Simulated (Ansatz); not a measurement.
Several settings converged on RbAsF₆ (R3, 8 atoms in the cell)

```yaml
crystal:
  lattice:
    - [3.70631, 2.13984, 2.46845]
    - [-3.70631, 2.13984, 2.46845]
    - [0.00000, -4.27968, 2.46845]
  atoms:
    - { symbol: Rb, position: [0.50675, 0.50675, 0.50675] }
    - { symbol: As, position: [0.00000, 0.00000, 0.00000] }
    - { symbol: F, position: [0.07742, 0.71201, 0.79961] }
    - { symbol: F, position: [0.92258, 0.28799, 0.20039] }
    - { symbol: F, position: [0.79961, 0.07742, 0.71201] }
    - { symbol: F, position: [0.20039, 0.92258, 0.28799] }
    - { symbol: F, position: [0.71201, 0.79961, 0.07742] }
    - { symbol: F, position: [0.28799, 0.20039, 0.92258] }
```

Base method: PBEsol, default PAW files made with PBE (plane waves; Ansatz, a first-principles code).

Base settings: basis.ecutwfc = 420 eV; kpoints.mp_grid.grid = 4 4 4; hamiltonian.xc = pbesol; hamiltonian.pseudopotentials = {kind: paw} (the program's default PAW files); scf.occupations.method = fermi_dirac; scf.occupations.width = 0.05 eV.

The count of work is k-points × plane waves × bands × iterations; it is no time. Core times come from one kind of shared machine, to one figure; runs under 30 s give none.

**The cutoff for other potential files**

Level: DFT, PBEsol, plane waves, harder PAW files (source: ansatz) made with PBE.

In this ladder: hamiltonian.pseudopotentials = {kind: paw, source: ansatz}.

The second cell is the first with its lattice scaled by 0.98.

The mesh stays at the base's, so the ladder's end is converged at best in this setting alone.

The first pressure column holds Ansatz's estimate of the finite-basis (Pulay) stress, which hides part of the cutoff error; the other is without it.

Only quantities that move along the ladder and can be compared are tabulated.

```tsv
basis.ecutwfc	free energy less the last step's (meV/atom)	energy of the compressed cell less the first (meV/atom)	pressure (GPa)	pressure without the Pulay estimate (GPa)	largest difference of a force vector from the last step's (eV/Å)	count of work / last	core time / last (rough)
470 eV	2421.55	29.91	4.49	-97.12	0.489	0.11	–
580 eV	610.36	26.13	1.91	-31.25	0.098	0.15	–
735 eV	67.38	30.57	2.49	-3.09	0.015	0.21	–
890 eV	4.98	30.01	2.42	1.83	0.001	0.27	–
1050 eV	0.45	30.07	2.43	2.41	0.001	0.35	–
1260 eV	0.23	30.05	2.43	2.42	0.000	0.47	0.6
1575 eV	0.09	30.04	2.43	2.42	0.000	0.64	0.7
2100 eV	0.00	30.04	2.43	2.42	0.000	1.0	1
```

Coarsest basis.ecutwfc that holds the pressure within 1 GPa of the last step, with all finer ones: 580 eV, at 0.15 of the last step's count of work; the step before is off by 2.1 GPa.

Coarsest basis.ecutwfc that holds the free energy within 2 meV/atom of the last step, with all finer ones: 1050 eV, at 0.35 of the last step's count of work; the step before is off by 5.0 meV/atom.

Coarsest basis.ecutwfc that holds the energy of the compressed cell less the first within 1 meV/atom of the last step, with all finer ones: 735 eV, at 0.21 of the last step's count of work; the step before is off by 3.9 meV/atom.

The energy difference between the two cells stays within 1 meV/atom of the last step's from 735 eV on, the total only from 1050 eV on: much of the error is common to both cells and cancels.

At the lowest cutoff the pressure without the Pulay estimate lies 99.5 GPa under the last step's, the usual sign of Pulay stress in an incomplete plane-wave basis.

**The density cutoff**

The second cell is the first with its lattice scaled by 0.98.

The mesh stays at the base's, so the ladder's end is converged at best in this setting alone.

Only quantities that move along the ladder and can be compared are tabulated.

```tsv
basis.ecutrho_ratio	free energy less the last step's (meV/atom)	energy of the compressed cell less the first (meV/atom)	pressure (GPa)	largest difference of a force vector from the last step's (eV/Å)
2	-5.12	31.17	3.24	0.013
3	0.12	30.45	2.45	0.000
4	0.00	30.41	2.46	0.000
5	0.00	30.41	2.46	0.000
6	0.00	30.41	2.46	0.000
8	0.00	30.41	2.46	0.000
10	0.00	30.41	2.46	0.000
12	0.00	30.41	2.46	0.000
16	0.00	30.41	2.46	0.000
```

Coarsest basis.ecutrho_ratio that holds the forces within 0.01 eV/Å of the last step, with all finer ones: 3; the step before is off by 0.013 eV/Å.

Coarsest basis.ecutrho_ratio that holds the energy of the compressed cell less the first within 0.2 meV/atom of the last step, with all finer ones: 3; the step before is off by 0.76 meV/atom.

Coarsest basis.ecutrho_ratio that holds the pressure within 0.05 GPa of the last step, with all finer ones: 3; the step before is off by 0.78 GPa.

The energy difference between the two cells stays within 1 meV/atom of the last step's from 2 on, the total only from 3 on: much of the error is common to both cells and cancels.

**The relaxed cell against the cutoff**

On RbAsF6 (R-3, 8 atoms in the cell): atoms on their sites.

In this ladder: relax = cell and atoms.

The mesh stays at the base's, so the ladder's end is converged at best in this setting alone.

Only quantities that move along the ladder and can be compared are tabulated.

| basis.ecutwfc | relaxed volume (Å³/atom) | relaxation steps | core time / last (rough) |
|---|---|---|---|
| 250 eV | 15.667 | 96 | 3 |
| 295 eV | 15.828 | 61 | 2 |
| 355 eV | 15.681 | 19 | 0.8 |
| 420 eV | 15.699 | 10 | 0.6 |
| 505 eV | 15.740 | 7 | – |
| 630 eV | 15.733 | 7 | 0.7 |
| 840 eV | 15.743 | 7 | 1 |

Coarsest basis.ecutwfc that holds the relaxed volume within 0.031 Å³/atom of the last step, with all finer ones: 505 eV; the step before is off by 0.044 Å³/atom.

At the lowest cutoff the cell relaxes to a volume 0.5 % smaller than at the highest. Ansatz relaxes on a stress corrected for the finite basis.

On the base run: the starting cell comes from a database of computed structures (which also holds hypothetical and non-ambient phases and stackings), without a prior relaxation at this level. Its lattice was rescaled by up to half a per cent. One atom was moved a little off its site on purpose.

Left out of this page: 1 run of the series failed or unconverged.

Keys are those of Ansatz 0.2.
